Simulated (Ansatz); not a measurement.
Effect of biaxial strain +2.50 %, plane normal [111], relaxed out of plane on Sn

Base system: Sn in the diamond structure (space group Fd-3m, No. 227; a = 6.566 Å). Axes: x, y, z lie along the cube axes.

Perturbation: biaxial strain +2.50 %, plane normal [111], relaxed out of plane (Cartesian); in-plane vectors clamped, the third vector and the atoms free.

All numbers come from r2SCAN (Ansatz, a first-principles code, PAW, no spin-orbit coupling). Γ-centred 12×12×12 mesh, Fermi–Dirac width 0.05 eV.

```tsv
quantity	base	changed	shift
volume per atom	35.39 Å³	36.70 Å³	+1.31 Å³
shortest interatomic distance	2.843 Å	2.852 Å	+0.009 Å
energy relative to the base (free energy F)	0 meV/atom	+12 meV/atom	+12 meV/atom
pressure (mean of the normal stresses, compression positive)	0.0 GPa	-1.4 GPa	-1.4 GPa
band gap	zero	zero	–
out-of-plane strain (rough)	–	-1.29 %	–
mean in-plane stress (compression positive) (rough)	–	-2.1 GPa	–
```

Final structure (turned so that z lies along the plane normal):

```
Sn
1.0
    4.75928     0.00000     0.00000
    2.37964     4.12166     0.00000
    2.37964    -1.37389     3.74217
Sn
2
Direct
  0.00408   0.99796   0.99388
  0.49592   0.25204   0.75612
```

Without a gap, meshes like the base's 12×12×12 leave anisotropic stresses uncertain by several tenths of a GPa, and small strain energies with them. No phonon test of stability was made.
